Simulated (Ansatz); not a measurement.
A working Ansatz (an electronic-structure program) input for VAgS2O8 (C2/m, 12 atoms in the cell) (DFT, PBEsol, plane waves, default PAW files made with PBE):

Ansatz 0.2 input:
```yaml
# VAg(SO4)2
crystal:
  lattice:
    - [4.10342500, -2.62512500, 0.00000000]
    - [4.10342500, 2.62512500, 0.00000000]
    - [-0.18922400, 0.00000000, 7.43544300]
  atoms:
    - { symbol: V, position: [0.00000000, 0.00000000, 0.00000000], spin: 2.0 }
    - { symbol: Ag, position: [0.00000000, 0.00000000, 0.50000000] }
    - { symbol: S, position: [0.36229000, 0.36229000, 0.21513000] }
    - { symbol: S, position: [0.63771000, 0.63771000, 0.78487000] }
    - { symbol: O, position: [0.29249000, 0.29249000, 0.39224000] }
    - { symbol: O, position: [0.70751000, 0.70751000, 0.60776000] }
    - { symbol: O, position: [0.23895000, 0.70273000, 0.19581000] }
    - { symbol: O, position: [0.76105000, 0.29727000, 0.80419000] }
    - { symbol: O, position: [0.29727000, 0.76105000, 0.80419000] }
    - { symbol: O, position: [0.70273000, 0.23895000, 0.19581000] }
    - { symbol: O, position: [0.24235000, 0.24235000, 0.06275000] }
    - { symbol: O, position: [0.75765000, 0.75765000, 0.93725000] }
basis:
  ecutwfc: 420.0
kpoints:
  mp_grid: { grid: [3, 3, 2] }
hamiltonian:
  xc: pbesol
  pseudopotentials: { kind: paw }
magnetization:
  spin_polarized: true
scf:
  occupations: { method: gaussian, width: 0.02 }
output:
  forces: true
  eigenvalues: true
  stress: true
```

The run converged in 13 iterations: free energy E − TS (on the zero of these files) -16660.6049 eV; Fermi level (on the code's own zero) 6.24 eV; pressure -4.07 GPa; largest force (vector length) 0.587 eV/Å; size of the cell's spin moment 2.00 μB. Each of these slips is then made, one at a time:

(1)
```diff
-kpoints:
-  mp_grid: { grid: [3, 3, 2] }
```

(2)
```diff
-    - { symbol: V, position: [0.00000000, 0.00000000, 0.00000000], spin: 2.0 }
+    - { symbol: V, position: [0.00000000, 0.00000000, 0.00000000] }
```

(3)
```diff
-  occupations: { method: gaussian, width: 0.02 }
```

Q: Predict the outcome of each change.

A: 
(1) No k-points given. The program stopped before any SCF iteration, with the message: Error: YAML parse error: missing field `kpoints`.

(2) A spin-polarised run without starting moments. The run converged in 16 iterations, and against the sound input the free energy stays essentially unchanged (within 1 meV/atom), the pressure stays at -4.07 GPa, the largest force stays at 0.587 eV/Å and the size of the net moment stays at 0.17 μB/atom.

(3) No occupation method given. The program stopped before any SCF iteration.
```
Error: YAML parse error: `scf.occupations.method` is required: fixed only where the cell keeps a band gap throughout the run, explicit beside scf.occupations.values (under evaluate: without them), else a smearing such as fermi_dirac (scf.occupations.width is optional; its entry in the input reference gives the default)
```

The starting cell comes from a database of computed structures (which also holds hypothetical and non-ambient phases and stackings), without a prior relaxation at this level. With one magnetic atom in the cell only a parallel order is possible. In the base run, with a pressure of about -4 GPa the cell is away from its equilibrium volume at this level. Ansatz's pressure includes its estimate of the finite-basis (Pulay) stress. Without a gap this mesh is coarse (it stands for a supercell whose shortest vector is 15 Å).

Left out of this page: 3 runs of the series outside the window shown, repeating another row's setting, or not comparable; 1 run of the series stopped by limits of time or memory.
